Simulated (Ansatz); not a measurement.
Here is the system:

```
CELL_PARAMETERS angstrom
      5.73032     0.00000     0.00000
      0.00000     8.44189     0.00000
      0.00000     0.00000     5.70197
ATOMIC_POSITIONS crystal
  La 0.53186 0.25000 0.48889
  La 0.46814 0.75000 0.51111
  La 0.96814 0.75000 0.98889
  La 0.03186 0.25000 0.01111
  Zr 0.00000 0.00000 0.50000
  Zr 0.50000 0.00000 0.00000
  Zr 0.50000 0.50000 0.00000
  Zr 0.00000 0.50000 0.50000
  N  0.97378 0.25000 0.42637
  N  0.02622 0.75000 0.57363
  N  0.52622 0.75000 0.92637
  N  0.47378 0.25000 0.07363
  O  0.81959 0.03225 0.81976
  O  0.18041 0.96775 0.18024
  O  0.68041 0.96775 0.31976
  O  0.31959 0.03225 0.68024
  O  0.31959 0.46775 0.68024
  O  0.68041 0.53225 0.31976
  O  0.18041 0.53225 0.18024
  O  0.81959 0.46775 0.81976
```

Calculation: PBEsol, rigid bands (plane waves, PAW, scalar-relativistic; Ansatz, a first-principles code). Cell: cell and atoms relaxed with PBEsol.

Question: What conductivity effective mass do dilute electrons have at 300 K?

Answer: 0.90 (x), 0.36 (y), 0.82 (z) mₑ.

Question: Predict the hole conductivity mass (n e² τ/σ) at 300 K, by direction if it differs.

Answer: 8.5 (x), 0.32 (y), 14.1 (z) mₑ.

Question: And the band gap?

Answer: 1.60 eV at this level; semilocal functionals usually fall short of the measured gap.

Rigid bands, one relaxation time for all states, no polarons. Spin-orbit coupling is left out; where it splits the top of the valence band it changes the hole mass and lowers the gap by about a third of the splitting.

Computed structure with no diffraction record at hand here (it may be known, metastable or hypothetical): LaZrNO2 (Pnma).
